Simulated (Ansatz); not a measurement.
The starting structures come from a database of crystals and need not be the phases stable at ambient conditions.

Here is the system:

```xyz
8
Lattice="5.9590 0.0000 0.0000 0.0000 11.1065 0.0000 2.9795 5.5532 2.9795" Properties=species:S:1:pos:R:3 pbc="T T T"
Mg     2.9795     8.3298     0.0000
Mg     0.0000     0.0000     0.0000
Ge     0.0000     5.5532     0.0000
Ge     2.9795     2.7766     0.0000
As     7.4487     9.7182     1.6381
As     4.6176     6.9415     1.4897
As     1.4897     4.1649     1.3414
As     4.3209    12.4948     1.4897
```

Space group of this cell: I-42d, chalcopyrite. The cell is taken as given.

Transport runs along the normal of the first two printed cell vectors, the (100) plane of the conventional cell.

The gap is the functional's own. No spin-orbit coupling. Mid-gap values are interpolated on the energy grid.

Q: Compute, with Ansatz (an electronic-structure program) with r2SCAN, the band gap and the smallest decay constant κ at mid-gap.

A: Gap 1.22 eV on a 10×10×10 mesh; κ = 0.098 1/Å, at the zone centre.
